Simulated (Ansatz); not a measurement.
# Response to strain in hypothetical CsCl type NbAs

The parent structure is NbAs in the CsCl type structure (space group Pm-3m, No. 221; a hypothetical phase, not in the database extracts checked; relaxed with 0.1 eV smearing).

```yaml
crystal:
  lattice:
    - [3.21784, 0.00000, 0.00000]
    - [0.00000, 3.21784, 0.00000]
    - [0.00000, 0.00000, 3.21784]
  atoms:
    - { symbol: Nb, position: [0.00000, 0.00000, 0.00000] }
    - { symbol: As, position: [0.50000, 0.50000, 0.50000] }
```

Cartesian axes are those of the cell as printed.

Strains are applied to the cell and any free atomic positions relax; under biaxial strain the out-of-plane vector relaxes too.

Computed with PBE (Ansatz, a quantum-chemistry and plane-wave program; PAW; 420 eV plane waves; no spin-orbit coupling).

Notes on the quantities. pressure: mean of the normal stresses, compression positive; energy relative to the base: free energy F.

```tsv
change	pressure	space group	shortest interatomic distance	energy relative to the base
base	0.0 GPa	Pm-3m (No. 221)	278.7 pm	0 meV/atom
biaxial strain +2.80 %, plane normal [001], relaxed out of plane	-6.0 GPa	P4/mmm (No. 123)	282.6 pm	+27 meV/atom
biaxial strain +1.08 %, plane normal [110], relaxed out of plane	?	Cmmm (No. 65)	?	?
biaxial strain −2.39 %, plane normal [111], relaxed out of plane	5.9 GPa	R-3m (No. 166)	273.3 pm	+21 meV/atom
biaxial strain +0.76 %, plane normal [111], relaxed out of plane	-1.7 GPa	R-3m (No. 166)	277.4 pm	+2.0 meV/atom
uniaxial strain ε_zz = +0.62 %	-1.0 GPa	P4/mmm (No. 123)	279.3 pm	+0.6 meV/atom
tensor shear ε_yz = +3.91 %	1.2 GPa	Cmmm (No. 65)	271.5 pm	+33 meV/atom
```

**Question.** What belongs in the blanks?

**Answer.** 
- biaxial strain +1.08 %, plane normal [110], relaxed out of plane, pressure: -2.3 GPa
- biaxial strain +1.08 %, plane normal [110], relaxed out of plane, shortest interatomic distance: 278.5 pm
- biaxial strain +1.08 %, plane normal [110], relaxed out of plane, energy relative to the base: +4.0 meV/atom

Whether these cells are dynamically stable was not tested. The final runs are not spin-polarised.
